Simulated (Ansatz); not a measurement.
## Element substitutions in GaP

Consider GaP in the zinc blende structure (space group F-43m, No. 216).

```
GaP
1.0
    0.00000     2.72587     2.72587
    2.72587     0.00000     2.72587
    2.72587     2.72587     0.00000
P Ga
1 1
Cartesian
  4.08880   4.08880   4.08880
  0.00000   0.00000   0.00000
```

Each row replaces one element on all its sites; cell and atoms are relaxed.

The values are results of plane-wave PAW DFT at the r2SCAN level (Ansatz, an electronic-structure program, 500 eV), no spin-orbit coupling, earlier PAW set, not measurements.

**Question.** Only one of these keeps a band gap. Which?
A) P → N
B) P → W
C) P → Al

**Answer.** A, P → N. Computed: P → N: 2.17 eV; P → Al: zero; P → W: zero

No phonon test of stability was made. As relaxed here, AlGa and GaW are hypothetical phases, not in the database extracts checked. The final runs are not spin-polarised. An odd electron count without spin: GaW. GaW has a high density of states at the Fermi level and may be magnetic at this level. This is not the structure that GaN has at room temperature and ambient pressure.
